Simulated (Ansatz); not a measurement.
Band structure of SiC (F-43m, 2 atoms in the cell).

```xyz
2
Lattice="0.0000 2.1800 2.1800 2.1800 0.0000 2.1800 2.1800 2.1800 0.0000" Properties=species:S:1:pos:R:3 pbc="T T T"
Si     0.0000     0.0000     0.0000
C      1.0900     1.0900     1.0900
```

Method: PBE (plane waves, PAW; Ansatz, an electronic-structure program).

Settings: kpoints.mp_grid.grid = 10 10 10; hamiltonian.xc = pbe; hamiltonian.pseudopotentials = {kind: paw} (the program's default PAW files); scf.occupations.method = fermi_dirac; scf.occupations.width = 0.02 eV; kpoints.band_path.npoints = 8.

The starting cell has typed, rounded lattice constants, without a prior relaxation at this level.

**Question.** Predict the gap along the standard path and the places of the band edges.

**Answer.** The gap along the path is 1.36 eV, from Γ to X; the smallest direct gap on it is 4.54 eV.

Levels in eV from the top of the valence band on the path, bands 1 to 7:
```
point       1      2      3      4     5     6      7
-----  ------  -----  -----  -----  ----  ----  -----
Γ      -15.39   0.00   0.00   0.00  6.20  7.30   7.30
X      -10.38  -7.79  -3.18  -3.18  1.36  4.32  14.00
W      -10.15  -7.02  -4.98  -4.68  5.21  9.43   9.44
K      -10.38  -7.27  -5.53  -2.59  3.11  7.76  11.83
L      -11.83  -8.53  -1.05  -1.05  5.42  7.22   7.22
U      -10.38  -7.27  -5.53  -2.59  3.11  7.76  11.83
```

Keys are those of Ansatz 0.2.
